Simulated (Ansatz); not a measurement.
Functionals compared on CO on the 1x1 (101) surface of anatase TiO2 (cut with top plane O), one in a 2x1 cell, started at the site 'top O', in Ansatz (plane waves, PAW). The structure was relaxed with PBE; the other rows are single points on it, each with its references at the same level. Cutoff 420 eV (500 eV for r2SCAN). HSE06 used the coarser mesh 2x3x1.

Host crystal: anatase TiO2, with a band gap (PBE, scalar-relativistic without spin-orbit coupling).

Slab: 38 atoms, 9.4 Å thick at the start under the adsorbate (thin: gaps and levels are the slab's own); k 3x4x1, smearing 0.01 eV, dipole-corrected; 14 atoms held, the rest relaxed; no symmetry held; no spin, no spin-orbit, no U, no dispersion correction. At the end it is bonded to Ti. In PBE it is, or lies within 0.03 eV of, the lowest of the starts that converged. These notes are the PBE run's. Adsorption energies are against CO(g). A negative adsorption energy means that the adsorbate is more stable on the surface than in its reference.

A dash marks a value that is undefined for that row or was read on another mesh.

| functional | adsorption energy (eV) | gap of the slab on its k-mesh (eV) | highest filled level below the top vacuum level (eV) | rough cost of the single point |
|---|---|---|---|---|
| PBE | -0.24 | 2.52 | 6.81 | – |
| RPBE | ? | ? | ? | very roughly 3 core-minutes |
| r2SCAN | -0.35 | 2.88 | 7.19 | very roughly 5 core-minutes |
| HSE06 | -0.26 | – | – | about 90 core-minutes (a rough figure) |

What belongs in the gaps?


- RPBE, adsorption energy (eV): -0.06
- RPBE, gap of the slab on its k-mesh (eV): 2.56
- RPBE, highest filled level below the top vacuum level (eV): 6.69

Ansatz is a program for electronic structure.
